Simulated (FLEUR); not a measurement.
# One base run on Ir (Fm-3m, 1 atom in the cell) and variants with one or two settings moved

```yaml
crystal:
  lattice:
    - [0.00000, 1.89806, 1.89806]
    - [1.89806, 0.00000, 1.89806]
    - [1.89806, 1.89806, 0.00000]
  atoms:
    - { symbol: Ir, position: [0.00000, 0.00000, 0.00000] }
```

Base run A: PBE, all-electron FLAPW (FLEUR), scalar-relativistic valence run with FLEUR, self-consistent single point.

Its settings: Kmax = 4.3 1/bohr; GmaxXC = 12.9 1/bohr; xcFunctional = pbe; jspins = 1; l_soc = F; mode = gauss; fermiSmearingEnergy = 0.00999582 Htr; mesh (inpgen div1-3) = 12 12 12; inpgen gamma flag = true; Gmax = 12.9 1/bohr; numbands = 0; maxIterBroyd = 15; imix = Anderson; alpha = 0.05; precondParam = 0; minDistance = 1e-05 me/bohr^3; ctail = T; kcrel = 0; coretail_lmax = 0; theta = 0.

The starting cell comes from a database of computed structures (which also holds hypothetical and non-ambient phases and stackings), without a prior relaxation at this level. Its lattice was rescaled by a random factor within 2.5 % of one. Spin polarisation is off. Values depend on the basis (sphere radii, cutoffs, local orbitals), which need not be converged.

ΔE is the total energy (no entropy term) per atom less that of run A. A dash stands where there is no value to compare (another energy zero or no entropy term, no result, no spin, no clean gap, or a mesh too coarse for one). Absolute energies have different zeros for different potentials, functionals, Hubbard and dispersion terms and are not compared across them.

Run A gave: k-points 72; valence electrons 15.

Runs:
- B: Gmax: 12.9 1/bohr → 17.2 1/bohr; GmaxXC: 12.9 1/bohr → 17.2 1/bohr
- C: fermiSmearingEnergy: 0.00999582 Htr → 0.00367493 Htr
- D: fermiSmearingEnergy: 0.00999582 Htr → 0.00367493 Htr; kpt_div: 12 12 12 → 10 10 10
- E: 2 x 1 x 1 supercell, mesh divided to match; valenceElectrons: 15 → 30; kpt_div: 12 12 12 → 6 12 12
- F: kpt_div: 12 12 12 → 20 20 20
- G: kpt_gamma: true → false
- H: lnonsphr: {Ir: 8} → {Ir: 10}
- I: xcFunctional: pbe → vwn [LDA (Vosko-Wilk-Nusair), scalar-relativistic valence]
- J: minDistance: 1e-05 me/bohr^3 → 0.1 me/bohr^3; l_f: T → F
- K: lmax: {Ir: 10} → {Ir: 12}

Q: What does run F change against A?

A: The total energy goes up by 20.2 meV/atom.

Q: What does run D change against A?

A: The total energy rises by 7.9 meV/atom.

```csv
run,ΔE (meV/atom),k-points,valence electrons
A,0.00,72,15
B,0.00,72,15
C,-9.5,72,15
D,7.9,47,15
E,–,242,30
F,20.2,256,15
G,26.9,182,15
H,-0.25,72,15
I,–,72,15
J,0.20,72,15
K,0.06,72,15
```
